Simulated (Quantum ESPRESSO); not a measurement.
Input and output of a self-consistent single point for In (I4/mmm, 1 atom in the cell) (Quantum ESPRESSO).

Method: PBE, GBRV 1.5 ultrasoft (PBE) pseudopotentials (plane waves; Quantum ESPRESSO 7.5).

```
CELL_PARAMETERS angstrom
     -1.61996     1.61996     2.47794
      1.61996    -1.61996     2.47794
      1.61996     1.61996    -2.47794
ATOMIC_POSITIONS crystal
  In 0.00000 0.00000 0.00000
```

Reference input (self-consistent single point, DFT, PBE, plane waves, GBRV 1.5 ultrasoft (PBE) pseudopotentials): ecutwfc = 40 Ry; ecutrho = 200 Ry; occupations = smearing; smearing = gaussian; degauss = 0.019992 Ry; potentials = {In: in_pbe_v1.4.uspp.F.UPF}; K_POINTS = automatic 11 11 11 0 0 0; conv_thr = 1e-10 Ry; mixing_beta = 0.3. This run's input differs from it in these lines:

```diff
@@ -12,4 +12,4 @@
   ntyp = 1
-  ecutwfc = 40
-  ecutrho = 200
+  ecutwfc = 46
+  ecutrho = 230
   occupations = 'smearing'
```

Log, with long lists cut:

```
     Self-consistent Calculation

     iteration #  1     ecut=    46.00 Ry     beta= 0.30

     total energy              =    -132.97347872 Ry
     estimated scf accuracy    <       4.21808390 Ry

     iteration #  2     ecut=    46.00 Ry     beta= 0.30

     total energy              =    -133.45015075 Ry
     estimated scf accuracy    <       0.21735737 Ry

     iteration #  3     ecut=    46.00 Ry     beta= 0.30

     total energy              =    -133.47654903 Ry
     estimated scf accuracy    <       0.01598113 Ry

   [... 7 blocks of this kind left out ...]

     iteration # 11     ecut=    46.00 Ry     beta= 0.30

     total energy              =    -133.47851225 Ry
     estimated scf accuracy    <          1.1E-10 Ry

     iteration # 12     ecut=    46.00 Ry     beta= 0.30
     End of self-consistent calculation

     Number of k-points >= 100: set verbosity='high' to print the bands.

     the Fermi energy is    10.3454 ev

!    total energy              =    -133.47851226 Ry
     estimated scf accuracy    <          4.5E-12 Ry
     smearing contrib. (-TS)   =      -0.00132330 Ry
     internal energy E=F+TS    =    -133.47718897 Ry

     convergence has been achieved in  12 iterations

     Forces acting on atoms (cartesian axes, Ry/au):

     atom    1 type  1   force =     0.00000000    0.00000000    0.00000000

     Total force =     0.000000     Total SCF correction =     0.000000

          total   stress  (Ry/bohr**3)                   (kbar)     P=       15.30
   0.00011684   0.00000000   0.00000000           17.19        0.00        0.00
  -0.00000000   0.00011684   0.00000000           -0.00       17.19        0.00
   0.00000000   0.00000000   0.00007829            0.00        0.00       11.52

   JOB DONE.
```

The run converged in 12 iterations. Against the reference run the free energy goes down by 40.8 meV/atom and the pressure goes from 1.21 to 1.53 GPa.

The starting cell comes from a database of computed structures (which also holds hypothetical and non-ambient phases and stackings), without a prior relaxation at this level. Its lattice was rescaled by a random factor within 2.5 % of one.
